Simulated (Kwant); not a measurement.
**GaAs/Al0.3Ga0.7As stack with 1 barrier**

Model system: GaAs/Al0.3Ga0.7As stack with 1 barrier. One parabolic valley. Leads of mass 0.067 mₑ with the band edge at 0; grid 0.1 nm; bias swept from 0.0096 to 0.44756 V, dropping linearly over the stack. Emitter Fermi level 0.022 eV, 4 K, equal in the collector.

```
layer  thickness (nm)  band offset (eV)  mass (mₑ)
-----  --------------  ----------------  ---------
1                 4.7              0.24      0.092
```

Constants are typed, rounded textbook-type inputs, not results; the design itself was drawn at random and stands for no fabricated device.

Computed with Kwant: one-band effective-mass tight-binding model in one dimension, coherent, no space charge, current by the Tsu-Esaki formula.

```tsv
bias (V)	J (A/cm²)
0.009600	182
0.02582	335
0.04204	433
0.05826	532
0.07448	635
0.09070	746
0.1069	867
0.1231	999
0.1394	1150
0.1556	1310
0.1718	1490
0.1880	1690
0.2042	1920
0.2205	2170
0.2367	2460
0.2529	2790
0.2691	3160
0.2853	3580
0.3016	4060
0.3178	4610
0.3340	5230
0.3502	5950
0.3665	6770
0.3827	7700
0.3989	8780
0.4151	10000
0.4313	11400
0.4476	13000
```
